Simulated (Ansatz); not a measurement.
For InP (model structure, started from the PtS type, P4₂/mmc, No. 131, 4 atoms in the cell), PBE (PAW; Ansatz, a program for electronic structure) gives:

lattice parameter a: 3.939 Å
c axis length: 6.984 Å

Question: What does PBE-D3(BJ) (plane waves, PAW; Ansatz) give for the same quantities?

Answer: 
- lattice constant a: 3.832 Å (drops by 2.7 %)
- lattice parameter c: 7.023 Å (increases by 0.6 %)

Changes are worked out from the printed values.

Unless a cell is named, each level is at its own relaxed cell (PBE 27.09, PBE-D3(BJ) 25.79 Å³/atom).

Ansatz's density-functional and Hartree–Fock values are scalar-relativistic unless marked +SOC, with PAW data made under PBE.

A model structure was made by putting elements into a prototype or built by hand; it is no filed structure, need not be a known phase, and can be a saddle point held by its symmetry.
